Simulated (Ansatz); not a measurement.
An Ansatz (an electronic-structure program) run: PtS2 with a change (H interstitial (started 2.33 Å from the nearest host atom)); DFT with PBE-D3(BJ), PAW potentials and a 420 eV plane-wave cutoff in Ansatz, spin-orbit coupling left out.

Input:

Ansatz 0.2 input:
```yaml
crystal:
  lattice:
    - [7.1672128232, 0, -4.6563963907]
    - [-3.5836064116, 6.2069883792, 0]
    - [5.3754096174, 3.1034941896, 4.6563963907]
  atoms:
    - { symbol: Pt, position: [0.0003991383, 0.0025217571, -0.0007772647] }
    - { symbol: Pt, position: [0.0004040427, 0.4994775239, 0.0025365162] }
    - { symbol: Pt, position: [0.2546514679, 0.3797534302, 0.2473224056] }
    - { symbol: Pt, position: [0.2546122252, 0.8767106026, 0.2500238118] }
    - { symbol: Pt, position: [0.4980994714, 0.2523433586, 0.5013431756] }
    - { symbol: Pt, position: [0.4987536778, 0.7463282484, 0.4998863271] }
    - { symbol: Pt, position: [0.7472709867, 0.1221445442, 0.7521464617] }
    - { symbol: Pt, position: [0.7502525118, 0.62859033, 0.7479654821] }
    - { symbol: S, position: [0.0395389766, 0.0180125972, 0.2992058934] }
    - { symbol: S, position: [0.0323836479, 0.5150336207, 0.2960317564] }
    - { symbol: S, position: [0.2867346264, 0.3893926282, 0.5458269074] }
    - { symbol: S, position: [0.2904538864, 0.8967700507, 0.5463801848] }
    - { symbol: S, position: [0.5407551978, 0.2722642654, 0.7976325049] }
    - { symbol: S, position: [0.530583994, 0.7660657482, 0.7951179327] }
    - { symbol: S, position: [0.7848810324, 0.1427520936, 0.0434858621] }
    - { symbol: S, position: [0.7886394296, 0.6497309842, 0.0428482928] }
    - { symbol: S, position: [0.7123693404, 0.1106952919, 0.451221516] }
    - { symbol: S, position: [0.7185636577, 0.6073677951, 0.4526293059] }
    - { symbol: S, position: [0.9663567129, 0.4840047754, 0.7052982032] }
    - { symbol: S, position: [0.9623173, 0.9807531753, 0.6988597461] }
    - { symbol: S, position: [0.2092564487, 0.3536548502, 0.9556700893] }
    - { symbol: S, position: [0.208148732, 0.8535624829, 0.9559115547] }
    - { symbol: S, position: [0.4612362731, 0.2343254431, 0.2023614915] }
    - { symbol: S, position: [0.4650232747, 0.7313140099, 0.1999388881] }
    - { symbol: H, position: [-0.0032277732, 0.2504771874, 0.5042338932] }
basis: { ecutwfc: 420, ecutrho_ratio: 4, xc_grid: 2, fft_grid_basis: typed }
kpoints: { mp_grid: { grid: [5, 5, 5] } }
hamiltonian:
  xc: pbe
  dispersion: d3bj
  pseudopotentials: { kind: paw }
scf: { occupations: { method: fermi_dirac, width: 0.05 }, convergence: { dr2_threshold: 0.0000000025 } }
relax: { f_tol: 0.02, max_steps: 45 }
output: { forces: true, stress: true }
checkpoint: { write: state.ck, write_every: 1000 }
```

Output (explanatory and most iteration lines left out):

```
Relaxation: its limit of steps is 45 (relax.max_steps)
Pseudopotential: Pt, paw, valence charge 18
Pseudopotential: S, paw, valence charge 6
Pseudopotential: H, paw, valence charge 1
Crystal: 25 atoms, lattice volume = 414.296 Å³
Basis set: ecut = 420 eV, 8097 PW (Γ), exchange–correlation on 120×96×108 points (8 copies of the dense FFT grid, shifted against one another)
Bands: 146, of which v1, the nominal top of the filled ones, is band 121 counted from 1 (120 counted from 0)
Symmetry: 1 space group operations
Space group: P1 (ITA 1), of the structure as read, at distance tolerance 7.5e-5 Å
k-points: 63 of 125 (time reversal used)
Functional: x = pbe(κ = 0.804, μ = 0.2195149727645171), c = pbe(β = 0.06672455060314922)
SCF iter   1: F=—  HF=-114649.246516 eV  |F-HF|=—  |Δ(HF+E_count)|=         —  Δρ=4.89e-3  dr2=1.43e-1  ethr=1.77e-3  ⟨swp⟩=6.0  Hψ=35008  notcnv=0  defer=53
SCF iter   2: F=—  HF=-114649.233825 eV  |F-HF|=—  |Δ(HF+E_count)|=   1.27e-2  Δρ=2.18e-3  dr2=3.46e-2  ethr=5.95e-5  ⟨swp⟩=1.7  Hψ=10710  notcnv=0  defer=179
SCF 1 converged in 11 iterations: F = -114649.229767 eV  dr2 = 1.10e-9
relax step   1: F+E_penalty+E_count = -114649.22976743 eV  Δ(F+E_penalty+E_count) = +0.000e0 eV  max|allowed force component| = 6.645e-1 eV/Å  Δτ_max = 0.0000 Å  (11 SCF iters, accepted)
Crystal: 25 atoms, lattice volume = 414.296 Å³
SCF iter   1: F=—  HF=-114649.327545 eV  |F-HF|=—  |Δ(HF+E_count)|=         —  Δρ=1.35e-2  dr2=1.68e-1  ethr=7.03e-5  ⟨swp⟩=1.1  Hψ=35090  notcnv=0  defer=500
SCF iter   2: F=—  HF=-114649.317296 eV  |F-HF|=—  |Δ(HF+E_count)|=   1.02e-2  Δρ=7.21e-3  dr2=4.85e-2  ethr=6.99e-5  ⟨swp⟩=1.0  Hψ=8642  notcnv=0  defer=500
SCF 2 converged in 12 iterations: F = -114649.313904 eV  dr2 = 5.96e-10
relax step   2: F+E_penalty+E_count = -114649.31390388 eV  Δ(F+E_penalty+E_count) = -8.414e-2 eV  max|allowed force component| = 4.617e-1 eV/Å  Δτ_max = 0.0912 Å  (12 SCF iters, accepted)
Crystal: 25 atoms, lattice volume = 414.296 Å³
SCF iter   1: F=—  HF=-114649.429393 eV  |F-HF|=—  |Δ(HF+E_count)|=         —  Δρ=5.83e-3  dr2=3.61e-2  ethr=1.86e-4  ⟨swp⟩=5.3  Hψ=24793  notcnv=0  defer=514
SCF iter   2: F=—  HF=-114649.426520 eV  |F-HF|=—  |Δ(HF+E_count)|=   2.87e-3  Δρ=3.16e-3  dr2=1.21e-2  ethr=1.50e-5  ⟨swp⟩=1.0  Hψ=10588  notcnv=0  defer=512
SCF 3 converged in 9 iterations: F = -114649.424547 eV  dr2 = 8.06e-10
relax step   3: F+E_penalty+E_count = -114649.42454671 eV  Δ(F+E_penalty+E_count) = -1.106e-1 eV  max|allowed force component| = 2.330e-1 eV/Å  Δτ_max = 0.0707 Å  (9 SCF iters, accepted)
Crystal: 25 atoms, lattice volume = 414.296 Å³
SCF iter   1: F=—  HF=-114649.520780 eV  |F-HF|=—  |Δ(HF+E_count)|=         —  Δρ=4.63e-3  dr2=5.72e-2  ethr=3.06e-4  ⟨swp⟩=5.1  Hψ=24620  notcnv=0  defer=533
SCF iter   2: F=—  HF=-114649.516705 eV  |F-HF|=—  |Δ(HF+E_count)|=   4.08e-3  Δρ=2.47e-3  dr2=1.83e-2  ethr=2.37e-5  ⟨swp⟩=1.1  Hψ=10606  notcnv=0  defer=514
SCF 4 converged in 10 iterations: F = -114649.513769 eV  dr2 = 4.19e-10
relax step   4: F+E_penalty+E_count = -114649.51376948 eV  Δ(F+E_penalty+E_count) = -8.922e-2 eV  max|allowed force component| = 5.762e-1 eV/Å  Δτ_max = 0.1931 Å  (10 SCF iters, accepted)
Crystal: 25 atoms, lattice volume = 414.296 Å³
SCF iter   1: F=—  HF=-114649.726363 eV  |F-HF|=—  |Δ(HF+E_count)|=         —  Δρ=5.63e-3  dr2=5.39e-2  ethr=2.38e-4  ⟨swp⟩=5.8  Hψ=27437  notcnv=0  defer=241
SCF iter   2: F=—  HF=-114649.721352 eV  |F-HF|=—  |Δ(HF+E_count)|=   5.01e-3  Δρ=3.00e-3  dr2=1.83e-2  ethr=2.24e-5  ⟨swp⟩=1.3  Hψ=10601  notcnv=0  defer=239
SCF 5 converged in 10 iterations: F = -114649.718064 eV  dr2 = 4.09e-10
relax step   5: F+E_penalty+E_count = -114649.71806370 eV  Δ(F+E_penalty+E_count) = -2.043e-1 eV  max|allowed force component| = 6.622e-1 eV/Å  Δτ_max = 0.1924 Å  (10 SCF iters, accepted)
[...]
  atom  23  S     -0.00017054     0.00052717    -0.00048907
  atom  24  S     -0.00002891    -0.00013778     0.00024401
  atom  25  H      0.00046440     0.00001108     0.00148547
--- Stress (GPa, compression-positive) ---
        2.832958       1.393357       1.198263
        1.393357       1.223869       0.691501
        1.198263       0.691501       0.908276
  P = ⅓ Tr σ = 1.6550 GPa (16.550 kbar)
--- Relaxed structure (18 steps of the walk, 18 accepted, 0 SCFs on fresh bases) ---
  atoms:
    - { symbol: Pt, position: [0.0032267988729685277, 0.0014379847795785725, 0.009402496987092748] }
    - { symbol: Pt, position: [0.003217931201652241, 0.5029582633241821, 0.009409779034271416] }
    - { symbol: Pt, position: [0.25376788021395347, 0.37747132704139075, 0.2543762419395803] }
    - { symbol: Pt, position: [0.25598428166635956, 0.8785759281845086, 0.25016585845023154] }
    - { symbol: Pt, position: [0.512733407476011, 0.2570772510247825, 0.4881719015375903] }
    - { symbol: Pt, position: [0.5127398536672689, 0.7568418033073395, 0.48816690049543454] }
    - { symbol: Pt, position: [0.762609501784587, 0.13190730456439542, 0.7604778026726887] }
    - { symbol: Pt, position: [0.7603219184122023, 0.6307644264108032, 0.7475732713336471] }
    - { symbol: S, position: [0.041806288569480377, 0.020597654337410704, 0.30456996003356585] }
    - { symbol: S, position: [0.041807874240027826, 0.522380297849006, 0.30457501858119285] }
    - { symbol: S, position: [0.30053107556582337, 0.4008653505996739, 0.5494570873696115] }
    - { symbol: S, position: [0.29757946515799183, 0.8993779190014731, 0.5422576738028319] }
    - { symbol: S, position: [0.551735787116735, 0.2724260475647958, 0.7837631363957736] }
    - { symbol: S, position: [0.5517317418300693, 0.7805052220011857, 0.7837561254287031] }
    - { symbol: S, position: [0.7883845661271295, 0.14477259069749013, 0.06208201750071396] }
    - { symbol: S, position: [0.7899565704226237, 0.6455759862760257, 0.04852005841746437] }
    - { symbol: S, position: [0.7187582028895994, 0.10997082552588824, 0.3899454717533282] }
    - { symbol: S, position: [0.7263909854045058, 0.6137852425461827, 0.4479521578043534] }
    - { symbol: S, position: [0.9720467421644071, 0.4857257387553065, 0.7131319589411681] }
    - { symbol: S, position: [0.972053578999612, 0.9875342502422804, 0.7131211154250409] }
    - { symbol: S, position: [0.21546416633537008, 0.3583216919384685, 0.9611157232279768] }
    - { symbol: S, position: [0.2161149348749376, 0.8586362673522009, 0.9560980337133125] }
    - { symbol: S, position: [0.4670799203549326, 0.23586071927679442, 0.1958874138207268] }
    - { symbol: S, position: [0.4670920927887338, 0.732392407697942, 0.1958772665581831] }
    - { symbol: H, position: [-0.1846772869369811, 0.15828429410089684, 0.5332464666755177] }
```

In so small a cell the defect repeats every few ångströms: this is an ordered compound, not a dilute defect. The final runs are not spin-polarised. The cell was made from PtS₂ in the CdI2 type structure (space group P-3m1, No. 164; layered, stacked along the Cartesian z axis) by this change: H interstitial (started 2.33 Å from the nearest host atom). The defect cell is not spin-polarised.
